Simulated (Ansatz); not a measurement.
Functionals compared on a constructed model of the (110) surface of bcc Ta, a pseudomorphic layer of Co in the host's stacking (bottom of the slab: a bare face, its two planes held), in Ansatz (plane waves, PAW). The structure was relaxed with PBE; the other rows are single points on it. Cutoff 420 eV.

Set-up: 7 atoms, 14.3 Å thick at the start; mesh 14x14x1; 0.1 eV smearing; dipole correction on; 2 atoms held, the rest relaxed; start symmetry kept, larger cells not searched; spin-polarised, ending with about 1.3 μB a cell; orders that need a larger cell were not tried, no spin-orbit, no U. It is one candidate, not shown to be the stable structure of the face. These notes are the PBE run's.

```csv
functional,work function of the top face (eV),magnetic moment of the cell (μB),rough cost of the single point
PBE,4.02,1.34,–
RPBE,3.84,1.37,roughly 4 core-minutes
```

Ansatz is an electronic-structure program.
